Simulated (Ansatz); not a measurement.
For InSe (P-6m2, No. 187; cell taken from a computed entry), PBEsol in Ansatz (PAW) gives:

lattice parameter a: 4.008 Å
lattice parameter c: 16.870 Å
bulk modulus B0: 15.9 GPa
cohesive energy: 3.35 eV/atom
band gap: 0.37 eV

Q: What does r²SCAN (PAW; Ansatz, a quantum-chemistry and plane-wave program) give for the same quantities?

A: 
- lattice constant a: 4.043 Å (increases by 0.9 %)
- lattice parameter c: 17.393 Å (grows by 3.1 %)
- bulk modulus: 14.3 GPa (decreases by 10 %)
- cohesive energy: 3.14 eV/atom (decreases by 0.21 eV/atom)
- band gap: 0.93 eV (increases by 0.56 eV)

Changes are worked out from the printed values.

Unless a cell is named, each level is at its own relaxed cell (PBEsol 29.34, r²SCAN 30.78 Å³/atom).

Levels without +SOC leave out spin–orbit coupling, which shifts energies and cells of such heavy elements.

Spin–orbit coupling is included only where a level's name says +SOC; with heavier elements it mostly lowers gaps and can invert bands. Density-functional gaps are differences of (generalised) Kohn–Sham levels.

Caveats: the bulk modulus is −V dP/dV from two relaxed cells at ±2 % in volume (PBEsol, r²SCAN); the cell comes from a level without a dispersion term, which matters for the spacing of layers, chains or molecules (PBEsol, r²SCAN); the relaxation could not lower the start's symmetry, so the cell can be a saddle point above a distorted one (PBEsol, r²SCAN). Ansatz's density-functional and Hartree–Fock values are scalar-relativistic unless marked +SOC, with PAW data made under PBE.
